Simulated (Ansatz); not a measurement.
Hg (R-3m, No. 166, 1 atom in the cell), treated with PBE-D3(BJ) in Ansatz (plane waves, PAW).

Input:

Ansatz 0.2 input:
```yaml
crystal:
  lattice:
    - [2.4278416632, -1.8005883611, -0.0487479712]
    - [2.4278416632, 1.8005883611, -0.0487479712]
    - [1.1495685918, 0.0, 2.7959617317]
  atoms:
    - { symbol: Hg, position: [0.0, 0.0, 0.0] }
basis:
  ecutwfc: 520
  ecutrho_ratio: 4
  xc_grid: 2
kpoints:
  mp_grid: { grid: [20, 20, 20] }
hamiltonian:
  xc: pbe
  dispersion: d3bj
  pseudopotentials: { kind: paw }
scf:
  occupations: { method: fermi_dirac, width: 0.05 }
output:
  forces: false
  stress: true
  eigenvalues: true
relax:
  f_tol: 0.004
  escape_saddle: false
  max_steps: 80
  cell: { stress_tol: 0.02, fix: [volume] }
```

The run printed, among other lines:

```
Relaxation: its limit of steps is 80 (relax.max_steps)
Crystal: 1 atoms, lattice volume = 24.647 Å³
Basis set: ecut = 520 eV, 669 PW (Γ), exchange–correlation on 48×48×48 points (8 copies of the dense FFT grid, shifted against one another)
Bands: 14, of which v1, the nominal top of the filled ones, is band 10 counted from 1 (9 counted from 0)
Symmetry: 12 space group operations
Space group: R-3m (ITA 166), of the structure as read, at distance tolerance 2.9e-5 Å
k-points: 781 of 8000
Functional: x = pbe(κ = 0.804, μ = 0.2195149727645171), c = pbe(β = 0.06672455060314922)
SCF iter   1: F=—  HF=-13813.833962 eV  |F-HF|=—  |Δ(HF+E_count)|=         —  Δρ=8.60e-4  dr2=6.91e-5
SCF iter   2: F=—  HF=-13813.834442 eV  |F-HF|=—  |Δ(HF+E_count)|=   4.80e-4  Δρ=5.14e-4  dr2=3.52e-5
  ...
SCF 1 converged in 6 iterations: F = -13813.834468 eV  dr2 = 5.67e-10
Crystal: 1 atoms, lattice volume = 24.647 Å³
Basis set: ecut = 520 eV, 657 PW (Γ), exchange–correlation on 48×48×48 points (8 copies of the dense FFT grid, shifted against one another)
Initial density: handed on by an earlier stage of this run
SCF 2 converged in 3 iterations: F = -13813.834569 eV  dr2 = 2.43e-8
Crystal: 1 atoms, lattice volume = 24.647 Å³
SCF 3 converged in 4 iterations: F = -13813.834756 eV  dr2 = 6.29e-9
Crystal: 1 atoms, lattice volume = 24.647 Å³
SCF iter   4: F=—  HF=-13813.834759 eV  |F-HF|=—  |Δ(HF+E_count)|=  2.73e-11  Δρ=1.98e-7  dr2=5.40e-12
SCF iter   5: F=-13813.834759 eV  HF=-13813.834759 eV  |F-HF|=0.00e0  |Δ(HF+E_count)|=  2.18e-11  Δρ=3.95e-8  dr2=9.67e-14
SCF 4 converged in 5 iterations: F = -13813.834759 eV  dr2 = 9.67e-14
SCF converged after 5 iterations
Free energy (F): -13813.834759 eV
Internal energy: -13813.832214 eV  (E = F + TS)
E sigma→0 (E₀):  -13813.833486 eV
Fermi energy:    14.089780 eV
--- Forces (eV/Å), atoms counted from 1 ---
  atom   1  Hg    -0.00000000     0.00000000    -0.00000000
--- Stress (GPa, compression-positive) ---
        0.503394      -0.000000       0.007136
       -0.000000       0.487513      -0.000000
        0.007136      -0.000000       0.490720
  P = ⅓ Tr σ = 0.4939 GPa (4.939 kbar)
```

The cell is one volume of an energy–volume scan, off the minimum.

Note: the relaxation could not lower the start's symmetry, so the cell can be a saddle point above a distorted one.

Ansatz is a quantum-chemistry and plane-wave program.
